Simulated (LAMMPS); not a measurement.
LAMMPS 22 Jul 2025, classical MD, EDIP (Si.edip): Si, 5832 atoms.

```json
{
 "task": "MD, nve",
 "potential": "EDIP, Si.edip",
 "copies_of_the_repeat_unit": "9×9×9",
 "shape (slab and sphere leave vacuum in the box)": "bulk",
 "steps": "2000",
 "timestep": "1 fs",
 "thermo": "50",
 "newton": "on (default)",
 "atom_modify sort (bins of 2 Å where set)": "1000 (default)",
 "comm_style": "brick (default)",
 "box": "48.9 × 48.9 × 48.9 Å",
 "start": "generated diamond lattice, warmed in an untimed run"
}
```

All runs start from one configuration, warmed at this fixed volume for 1000 steps under a thermostat at 600 K. The run at a skin of 2 Å has a mean temperature of 603 K and a mean pressure of 0.2 GPa.

One run each, on a shared machine, so no times are given.

With neigh_modify every 1 delay 0 check yes, skins of 0.1, 0.3, 0.5, 1, 1.5, 2, 3 Å were run. Further schedules:
- skin 1 Å, every 1 delay 10 check yes
- skin 2 Å, every 1 delay 10 check yes
- skin 1 Å, every 100 delay 0 check no
- skin 0.3 Å, every 1 delay 10 check yes
- skin 1 Å, every 10 delay 0 check yes
- skin 2 Å, every 20 delay 0 check no
- skin 2 Å, every 10 delay 0 check yes

A schedule rebuilds too seldom if it shows a dangerous build, rebuilds less often than the check at every step does at that skin, or fails.

**Question.** Which schedules can miss pairs here, and how do rebuilds depend on the skin?

**Answer.** With the check at every step the rebuilds are 666 at 0.1 Å, 237 at 0.3 Å, 142 at 0.5 Å, 56 at 1 Å, 0 at 1.5 Å, 0 at 2 Å, 0 at 3 Å. Too seldom: skin 1 Å, every 100 delay 0 check no; skin 0.3 Å, every 1 delay 10 check yes; skin 1 Å, every 10 delay 0 check yes.

```json
[
 {"setting": "skin 0.1 Å, every 1 delay 0 check yes", "rebuilds": "666", "dangerous builds": "—", "list entries an atom": "4.00", "change of the total energy (meV/atom)": "−0.0032"},
 {"setting": "skin 0.3 Å, every 1 delay 0 check yes", "rebuilds": "237", "dangerous builds": "—", "list entries an atom": "4.00", "change of the total energy (meV/atom)": "−0.0032"},
 {"setting": "skin 0.5 Å, every 1 delay 0 check yes", "rebuilds": "142", "dangerous builds": "—", "list entries an atom": "4.18", "change of the total energy (meV/atom)": "−0.0032"},
 {"setting": "skin 1 Å, every 1 delay 0 check yes", "rebuilds": "56", "dangerous builds": "—", "list entries an atom": "16.0", "change of the total energy (meV/atom)": "−0.0032"},
 {"setting": "skin 1.5 Å, every 1 delay 0 check yes", "rebuilds": "0", "dangerous builds": "—", "list entries an atom": "26.1", "change of the total energy (meV/atom)": "−0.0032"},
 {"setting": "skin 2 Å, every 1 delay 0 check yes", "rebuilds": "0", "dangerous builds": "—", "list entries an atom": "28.0", "change of the total energy (meV/atom)": "−0.0032"},
 {"setting": "skin 3 Å, every 1 delay 0 check yes", "rebuilds": "0", "dangerous builds": "—", "list entries an atom": "45.6", "change of the total energy (meV/atom)": "−0.0032"},
 {"setting": "skin 1 Å, every 1 delay 10 check yes", "rebuilds": "56", "dangerous builds": "0", "list entries an atom": "16.0", "change of the total energy (meV/atom)": "−0.0032"},
 {"setting": "skin 2 Å, every 1 delay 10 check yes", "rebuilds": "0", "dangerous builds": "0", "list entries an atom": "28.0", "change of the total energy (meV/atom)": "−0.0032"},
 {"setting": "skin 1 Å, every 100 delay 0 check no", "rebuilds": "20", "dangerous builds": "not counted", "list entries an atom": "16.0", "change of the total energy (meV/atom)": "−0.0032"},
 {"setting": "skin 0.3 Å, every 1 delay 10 check yes", "rebuilds": "200", "dangerous builds": "200", "list entries an atom": "4.00", "change of the total energy (meV/atom)": "−0.0032"},
 {"setting": "skin 1 Å, every 10 delay 0 check yes", "rebuilds": "50", "dangerous builds": "0", "list entries an atom": "16.0", "change of the total energy (meV/atom)": "−0.0032"},
 {"setting": "skin 2 Å, every 20 delay 0 check no", "rebuilds": "100", "dangerous builds": "not counted", "list entries an atom": "28.0", "change of the total energy (meV/atom)": "−0.0032"},
 {"setting": "skin 2 Å, every 10 delay 0 check yes", "rebuilds": "0", "dangerous builds": "0", "list entries an atom": "28.0", "change of the total energy (meV/atom)": "−0.0032"}
]
```

Where the energy changes as in the checked runs, the late rebuilds cost nothing that shows in this run. List entries are as LAMMPS prints them (Ave neighs/atom).
